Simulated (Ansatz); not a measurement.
FeSi: point defects

Start from an 8-atom supercell of FeSi (space group P2_13, No. 198; non-magnetic) at its relaxed geometry.

```yaml
crystal:
  lattice:
    - [4.40344, 0.00000, 0.00000]
    - [0.00000, 4.40344, 0.00000]
    - [0.00000, 0.00000, 4.40344]
  atoms:
    - { symbol: Fe, position: [0.13714, 0.13714, 0.13714] }
    - { symbol: Fe, position: [0.63714, 0.36286, 0.86286] }
    - { symbol: Fe, position: [0.86286, 0.63714, 0.36286] }
    - { symbol: Fe, position: [0.36286, 0.86286, 0.63714] }
    - { symbol: Si, position: [0.84125, 0.84125, 0.84125] }
    - { symbol: Si, position: [0.34125, 0.65875, 0.15875] }
    - { symbol: Si, position: [0.15875, 0.34125, 0.65875] }
    - { symbol: Si, position: [0.65875, 0.15875, 0.34125] }
```

One neutral defect a cell, atoms relaxed at fixed cell.

Method: Ansatz (a quantum-chemistry and plane-wave program), PBEsol, PAW, cutoff 420 eV, no spin-orbit coupling, earlier PAW set.

```csv
variant,largest displacement of a host atom from its site in the perfect cell,pressure
perfect supercell,–,-0.1 GPa
H interstitial (started 1.80 Å from the nearest host atom),0.07 Å,6.6 GPa
Fe on a Si site (antisite),0.14 Å,0.1 GPa
Fe vacancy,?,?
"Si on a Fe site (antisite), symmetric start",0.19 Å,10.0 GPa
Zn on a Si site,0.14 Å,7.3 GPa
```

Problem. Some entries are withheld; estimate them.

Solution. 
- Fe vacancy, largest displacement of a host atom from its site in the perfect cell: 0.17 Å
- Fe vacancy, pressure: -7.2 GPa

The magnetic state is the one reached from the starting moments; the real material's order can differ, and small cells can't hold many antiferromagnetic ones. In so small a cell the defect repeats every few ångströms: this is an ordered compound, not a dilute defect. Defects with a symmetric start kept the site's symmetry and may sit on a saddle; the others started slightly shaken. Seeded moments were not kept for the base and Si on a Fe site (antisite). Spin-polarised in the final run: H interstitial (started 1.80 Å from the nearest host atom), Fe on a Si site (antisite), Fe vacancy, Si on a Fe site (antisite) and Zn on a Si site; the other runs are not.
